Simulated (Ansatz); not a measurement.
The starting structures come from a database of crystals and need not be the phases stable at ambient conditions.

 Where the default PAW files enter, the runs use the earlier of Ansatz's two default sets.

The decay constant κ of evanescent states in the gap governs leakage through a thin film.

Consider the following.

```xyz
12
Lattice="4.9293 0.0000 0.0000 0.0000 4.9293 0.0000 0.0000 0.0000 7.8043" Properties=species:S:1:pos:R:3 pbc="T T T"
Te     0.1367     0.1367     3.9022
Te     2.3279     2.6013     5.8532
Te     4.7926     4.7926     0.0000
Te     2.6013     2.3279     1.9511
O      1.2826     0.6865     2.4593
O      1.7782     3.7473     4.4104
O      3.6466     4.2428     6.3615
O      3.1511     1.1820     0.5082
O      3.7473     1.7782     3.3939
O      4.2428     3.6466     1.4429
O      1.1820     3.1511     7.2961
O      0.6865     1.2826     5.3450
```

Space group of this cell: P4_12_12. The cell is strained (all lengths scaled by 1.02); by r2SCAN its mean pressure is -7.5 GPa.

Transport runs along the normal of the first two printed cell vectors, the (001) plane of the conventional cell.

No gap correction and no spin-orbit coupling; mid-gap values are interpolated between computed energies.

Q: Predict the band gap and the smallest decay constant κ at mid-gap from Ansatz (a first-principles code) with r2SCAN.

A: Gap 3.26 eV on a 6×6×4 mesh; κ = 0.378 1/Å, at (0.167, 0.167) of the in-plane reciprocal vectors. At the zone centre, at the nearest computed energy, the slowest state has κ = 0.40 1/Å.
